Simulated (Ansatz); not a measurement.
The starting structures come from a database of crystals and need not be the phases stable at ambient conditions.

Inside the gap of an insulator the Bloch states are evanescent, with a wavenumber k + iκ along the transport direction.

Consider the following.

```
AlNa3As2
1.0
    6.15778     0.00000     0.00000
   -3.07889     7.60565     0.00000
    0.00000    -3.15570     6.16797
Na Al As
6 2 4
Direct
  0.31059   0.62118   0.62464
  0.68941   0.37882   0.37536
  0.18941   0.37882   0.00346
  0.81059   0.62118   0.99654
  0.75000   0.00000   0.50000
  0.25000   0.00000   0.50000
  0.25000   0.00000   0.00000
  0.75000   0.00000   0.00000
  0.89649   0.79298   0.69453
  0.10351   0.20702   0.30547
  0.60351   0.20702   0.90155
  0.39649   0.79298   0.09845
```

The cell is taken as given.

Transport runs along the normal of the first two printed cell vectors.

The gap is the functional's own, uncorrected, and κ follows it; spin-orbit coupling is left out. Mid-gap means the computed energy nearest the middle.

Q: Compute, with r2SCAN in Ansatz (a program for electronic structure), the band gap and the smallest decay constant κ at mid-gap.

A: Gap 1.51 eV on a 6×6×6 mesh; κ = 0.145 1/Å, at the zone centre.
